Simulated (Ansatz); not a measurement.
Pressure series in YN

Consider YN in the rock salt structure (space group Fm-3m, No. 225).

```cif
data_N4Y4
_chemical_formula_sum 'N4 Y4'
_space_group_name_H-M_alt 'Fm-3m'
_space_group_IT_number 225
_space_group_name_Hall '-F 4 2 3'
_cell_length_a 4.90605
_cell_length_b 4.90605
_cell_length_c 4.90605
_cell_angle_alpha 90.000
_cell_angle_beta 90.000
_cell_angle_gamma 90.000
loop_
_atom_site_label
_atom_site_type_symbol
_atom_site_symmetry_multiplicity
_atom_site_Wyckoff_symbol
_atom_site_fract_x
_atom_site_fract_y
_atom_site_fract_z
_atom_site_occupancy
N1 N 4 a 0.00000 0.00000 0.00000 1
Y1 Y 4 b 0.50000 0.50000 0.50000 1
```
(The calculation used a cell of 2 atoms; values per cell refer to that cell.)

Cell and atoms are relaxed at each pressure.

Method: Kohn–Sham DFT with the PBE functional, run in Ansatz (an electronic-structure program) with PAW and 420 eV plane waves, scalar-relativistic without spin-orbit coupling, earlier PAW set.

Notes on the quantities. enthalpy: H = E + PV relative to the base's energy.

| variant | enthalpy | volume per atom | band gap |
|---|---|---|---|
| base | – | 14.76 Å³ | 0.21 eV |
| pressure −2 GPa | -0.19 eV/atom | 14.95 Å³ | 0.23 eV |
| pressure −1 GPa | -0.09 eV/atom | 14.85 Å³ | 0.22 eV |
| pressure 0.3 GPa | +0.03 eV/atom | 14.73 Å³ | 0.21 eV |
| pressure 0.7 GPa | +0.06 eV/atom | 14.70 Å³ | 0.20 eV |
| pressure 1.5 GPa | +0.14 eV/atom | 14.63 Å³ | 0.19 eV |
| pressure 3 GPa | +0.27 eV/atom | 14.50 Å³ | 0.18 eV |
| pressure 5 GPa | +0.45 eV/atom | … | … |
| pressure 7.5 GPa | +0.68 eV/atom | 14.14 Å³ | 0.13 eV |
| pressure 10 GPa | +0.90 eV/atom | 13.96 Å³ | 0.11 eV |

Q: Some entries are withheld; estimate them.

A: 
- pressure 5 GPa, volume per atom: 14.33 Å³
- pressure 5 GPa, band gap: 0.16 eV

Load acts through the strain it causes; cell and atoms are relaxed under it. No phonon test of stability was made. Competing high-pressure phases were not computed. A zero or small gap of YN can be the functional's error rather than a property of the material.
